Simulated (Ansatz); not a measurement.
Consider CdTe in the zinc blende structure (space group F-43m, No. 216; a = 6.489 Å).

Modification: the cell is scaled by 0.9700 in all directions, atoms relaxed at fixed cell.

Computed with Kohn–Sham DFT with the PBEsol functional, run in Ansatz (a program for electronic structure) with PAW and 420 eV plane waves, without spin-orbit coupling.

Base, band edges from the VBM (valence, conduction): X -1.87, 2.51; W -2.21, 4.21; L -0.78, 1.74; Γ 0.00, 0.65; K -1.55, 2.82; U -1.55, 2.82 eV.

**Question.** Give the band edges at the high-symmetry points of the new zone, measured from its valence-band maximum.

**Answer.** 
```
point  valence edge (eV)  conduction edge (eV)
-----  -----------------  --------------------
Γ                   0.00                  0.92
X                  -2.20                  2.29
U                  -1.83                  2.73
K                  -1.83                  2.73
L                  -0.92                  1.81
W                  -2.63                  4.52
```

The gap is 0.92 eV, direct at Γ.

With Te present, leaving out spin-orbit coupling can change the band edges. The cells carry an imposed strain or load. Whether these cells are dynamically stable was not tested.
